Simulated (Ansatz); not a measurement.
Take AlN in the wurtzite structure (space group P6_3mc, No. 186; a = 3.130 Å, c = 5.018 Å) as the base. Axes: x lies along a and z along c of the hexagonal cell.

Structures relaxed with PBE in Ansatz (plane waves to 420 eV, PAW, no SOC).

Base:

Simulated powder pattern, Co Kα, λ = 1.79026 Å (kinematic, ideal powder, no thermal factors, no anomalous dispersion; the 14 strongest lines at most, above 2 %, up to 2θ = 90°):

| 2θ (°) | I/Imax (%) | hkl |
|---|---|---|
| 38.56 | 100 | (100) |
| 41.80 | 62 | (002) |
| 44.09 | 93 | (101) |
| 58.17 | 33 | (102) |
| 69.77 | 60 | (110) |
| 77.93 | 55 | (103) |
| 82.66 | 9.2 | (200) |
| 84.77 | 45 | (112) |
| 86.33 | 16 | (201) |

The change: compressive biaxial strain of 1.20 % in the plane normal to [001], as in epitaxy on a mismatched substrate; the out-of-plane cell vector and the atoms relax.

After the change:

Simulated powder pattern, Co Kα, λ = 1.79026 Å (kinematic, ideal powder, no thermal factors, no anomalous dispersion; the 14 strongest lines at most, above 2 %, up to 2θ = 90°):

```csv
2θ (°),I/Imax (%),hkl
39.05,100,(100)
41.52,63,(002)
44.46,97,(101)
58.31,33,(102)
70.74,60,(110)
77.81,58,(103)
83.89,9.2,(200)
85.50,44,(112)
87.50,17,(201)
```

The indices refer to the base's conventional cell; one index is shown for lines that coincide.

Whether these cells are dynamically stable was not tested.

Ansatz is a first-principles code.
